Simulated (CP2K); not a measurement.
Worked example: self-consistent single point of BaGaSi (P-6m2, 3 atoms in the cell) in CP2K.

Method of the run: LDA (Pade form), GPW, DZVP-MOLOPT-SR-GTH basis, GTH-PADE potentials (GTH_POTENTIALS) in CP2K.

```yaml
crystal:
  lattice:
    - [4.28357, 0.00000, 0.00000]
    - [-2.14178, 3.70968, 0.00000]
    - [0.00000, 0.00000, 5.23811]
  atoms:
    - { symbol: Ba, position: [0.00000, 0.00000, 0.00000] }
    - { symbol: Ga, position: [0.33333, 0.66667, 0.50000] }
    - { symbol: Si, position: [0.66667, 0.33333, 0.50000] }
```

Reference input (self-consistent single point, DFT PBEsol, GPW, DZVP-MOLOPT-SR-GTH basis, GTH-PBE potentials (GTH_POTENTIALS)): CUTOFF = 600 Ry; REL_CUTOFF = 40 Ry; SMEAR/METHOD = FERMI_DIRAC; ELECTRONIC_TEMPERATURE = 1160.45 K; KPOINTS/SCHEME = MONKHORST-PACK 7 7 5; XC_FUNCTIONAL = PBE:PBESOL; Ba/BASIS_SET = DZVP-MOLOPT-SR-GTH-q10; Ba/POTENTIAL = GTH-PBE-q10; Ga/BASIS_SET = DZVP-MOLOPT-SR-GTH-q13; Ga/POTENTIAL = GTH-PBE-q13; Si/BASIS_SET = DZVP-MOLOPT-SR-GTH-q4; Si/POTENTIAL = GTH-PBE-q4. This run's input differs from it in these lines:

```diff
@@ -42,6 +42,3 @@
     &XC
-      &XC_FUNCTIONAL
-        &PBE
-          PARAMETRIZATION PBESOL
-        &END PBE
+      &XC_FUNCTIONAL PADE
       &END XC_FUNCTIONAL
@@ -77,3 +74,3 @@
       BASIS_SET DZVP-MOLOPT-SR-GTH-q10
-      POTENTIAL GTH-PBE-q10
+      POTENTIAL GTH-PADE-q10
     &END KIND
@@ -81,3 +78,3 @@
       BASIS_SET DZVP-MOLOPT-SR-GTH-q13
-      POTENTIAL GTH-PBE-q13
+      POTENTIAL GTH-PADE-q13
     &END KIND
@@ -85,3 +82,3 @@
       BASIS_SET DZVP-MOLOPT-SR-GTH-q4
-      POTENTIAL GTH-PBE-q4
+      POTENTIAL GTH-PADE-q4
     &END KIND
```

Log, with long lists cut:

```
 SCF WAVEFUNCTION OPTIMIZATION

  Step     Update method      Time    Convergence         Total energy    Change
     1 NoMix/Diag. 0.20E+00      -     1.67308585      -104.4374649552 -1.04E+02
     2 Broy./Diag. 0.20E+00      -     0.02394625      -104.5790291475 -1.42E-01
     3 Broy./Diag. 0.20E+00      -     0.04434844      -104.2738094541  3.05E-01
     4 Broy./Diag. 0.20E+00      -     0.00898084      -104.0849479989  1.89E-01
     5 Broy./Diag. 0.20E+00      -     0.00437038      -104.0889822509 -4.03E-03
     6 Broy./Diag. 0.20E+00      -     0.00199595      -104.1019858870 -1.30E-02
     7 Broy./Diag. 0.20E+00      -     0.00066747      -104.1044401231 -2.45E-03
     8 Broy./Diag. 0.20E+00      -     0.00016380      -104.1046573023 -2.17E-04
     9 Broy./Diag. 0.20E+00      -     0.00004854      -104.1047009212 -4.36E-05
    10 Broy./Diag. 0.20E+00      -     0.00004985      -104.1047595030 -5.86E-05
    11 Broy./Diag. 0.20E+00      -     0.00000077      -104.1047645925 -5.09E-06
  *** SCF run converged in    11 steps ***

  Overlap energy of the core charge distribution:               0.00000000004269
  Self energy of the core charge distribution:               -159.79168666171680
  Core Hamiltonian energy:                                     41.15463433148709
  Hartree energy:                                              29.33352050063175
  Exchange-correlation energy:                                -14.79951824372933
  Electronic entropic energy:                                  -0.00171451778698
  Fermi energy:                                                 0.22657823127630

  Total energy:                                              -104.10476459252833
  Total energy (extrapolated to T->0):                       -104.10390733363484

   [... lines left out ...]

 STRESS| Analytical stress tensor [bar]
 STRESS|                        x                   y                   z
 STRESS|      x       -3.66005038811E+04  -1.46299031745E+00   2.34887057268E-09
 STRESS|      y       -1.46299031745E+00  -3.66019599794E+04  -1.96240180264E-10
 STRESS|      z        2.34887057268E-09  -1.96240180264E-10  -4.46776638253E+04
 STRESS| 1/3 Trace                                            -3.92933758953E+04
```

The run converged in 11 iterations. Against the reference run the pressure goes from -2.26 to -3.93 GPa.

The starting cell comes from a database of computed structures (which also holds hypothetical and non-ambient phases and stackings), without a prior relaxation at this level. Its lattice was rescaled by a random factor within 2.5 % of one. Values carry the incompleteness of an atom-centred basis. With a pressure of about -4 GPa the cell is away from its equilibrium volume at this level.
